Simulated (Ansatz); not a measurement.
Ansatz (a program for electronic structure) run on ZnPt3 (Pm-3m, 4 atoms in the cell): zone-centre phonon calculation.

Computed with LDA (PW92), default PAW files made with PBE (plane waves; Ansatz).

```
CELL_PARAMETERS angstrom
      3.91025     0.00000     0.00000
      0.00000     3.91025     0.00000
      0.00000     0.00000     3.91025
ATOMIC_POSITIONS crystal
  Zn 0.00000 0.00000 0.00000
  Pt 0.50000 0.50000 0.00000
  Pt 0.00000 0.50000 0.50000
  Pt 0.50000 0.00000 0.50000
```

Reference input (self-consistent single point, DFT, LDA (PW92), plane waves, default PAW files made with PBE): basis.ecutwfc = 420 eV; kpoints.mp_grid.grid = 9 9 9; hamiltonian.xc = lda; hamiltonian.pseudopotentials = {kind: paw} (the program's default PAW files); scf.occupations.method = gaussian; scf.occupations.width = 0.1 eV. This run's input differs from it in these lines:

```diff
@@ -19,6 +19,5 @@
   occupations: { method: gaussian, width: 0.1 }
-output:
-  forces: true
-  eigenvalues: true
-  stress: true
+  convergence: { dr2_threshold: 1.0e-05 eV }
+phonons:
+  method: dfpt
```

Output (repeated stretches shortened):

```
SCF iter   1: F=—  HF=-39982.423947 eV  |F-HF|=—  |Δ(HF+E_count)|=         —  Δρ=9.26e-3  dr2=4.04e-2  ethr=1.77e-3  ⟨swp⟩=5.8  Hψ=18346  notcnv=0  defer=23
all-band conjugate gradients solve this SCF's bands
preconditioner: auto → Kerker (q_TF=auto, 2.774 Å⁻¹)
SCF iter   2: F=—  HF=-39982.416276 eV  |F-HF|=—  |Δ(HF+E_count)|=   7.67e-3  Δρ=4.47e-3  dr2=1.13e-2  ethr=6.12e-5  ⟨swp⟩=2.2  Hψ=7039  notcnv=0  defer=23
SCF iter   3: F=—  HF=-39982.413816 eV  |F-HF|=—  |Δ(HF+E_count)|=   2.46e-3  Δρ=1.74e-3  dr2=8.05e-4  ethr=1.71e-5  ⟨swp⟩=2.0  Hψ=6993  notcnv=0  defer=23
SCF iter   4: F=—  HF=-39982.413297 eV  |F-HF|=—  |Δ(HF+E_count)|=   5.19e-4  Δρ=5.07e-4  dr2=1.66e-4  ethr=1.22e-6  ⟨swp⟩=2.0  Hψ=6851  notcnv=0  defer=23
SCF iter   5: F=—  HF=-39982.413250 eV  |F-HF|=—  |Δ(HF+E_count)|=   4.68e-5  Δρ=1.23e-4  dr2=1.90e-5  ethr=2.51e-7  ⟨swp⟩=2.5  Hψ=8306  notcnv=0  defer=23
SCF iter   6: F=-39982.413244 eV  HF=-39982.413244 eV  |F-HF|=1.02e-7  |Δ(HF+E_count)|=   5.61e-6  Δρ=2.53e-5  dr2=2.25e-7  ethr=1.52e-8  ⟨swp⟩=12.3  Hψ=42837  notcnv=0
SCF 1 converged in 6 iterations: F = -39982.413244 eV  dr2 = 2.25e-7
DFPT response loops at Γ: preconditioner auto → Kerker (q_TF=auto, 2.774 Å⁻¹) (partly filled bands, converged f_vac=0.000) …
Free energy (F): -39982.413244 eV
Internal energy: -39982.391411 eV  (E = F + TS)
E sigma→0 (E₀):  -39982.402328 eV
Entropy (-TS):   -0.021833 eV (-5.458 meV/atom)
Fermi energy:    19.801479 eV
--- Phonons (Γ-DFPT): 3 representative perturbations + reference, on 125 of 729 k-points (Σ response iterations 12) ---
  k mesh reduced under 8 symmetry operations, with k and −k counted as one. Each operation leaves every solved displacement unchanged or reverses it
  ASR residual: 1.860e-2 → 0.000e0 eV/Å²; symmetrization residual: 8.042e-7 eV/Å²
  ASR residual per site (eV/Å²): 7.09e-3 1.86e-2 1.86e-2 1.86e-2
  Γ frequencies (cm⁻¹): 0.00 0.00 0.00 96.71 96.71 96.71 117.92 117.92 117.92 178.12 178.12 178.12
  non-analytic LO–TO correction: not included (Born effective charges unavailable; polar crystals: no LO–TO splitting at Γ)
```

The run converged in 6 iterations. 

Summary of the result:
| Property | Value |
|---|---|
| Free energy E − TS (on the zero of these files) | -39982.4132 eV |
| Fermi level (on the code's own zero) | 19.80 eV |
| Zone-centre frequencies (cm⁻¹; negative means imaginary) | 0, 0, 0, 97, 97, 97, 118, 118, 118, 178, 178, 178 |

The starting cell comes from a database of computed structures (which also holds hypothetical and non-ambient phases and stackings), without a prior relaxation at this level. Its lattice was rescaled by up to half a per cent. Spin polarisation is off.

Cost on one core of a shared machine: roughly 2 min.

Keys are those of Ansatz 0.2.
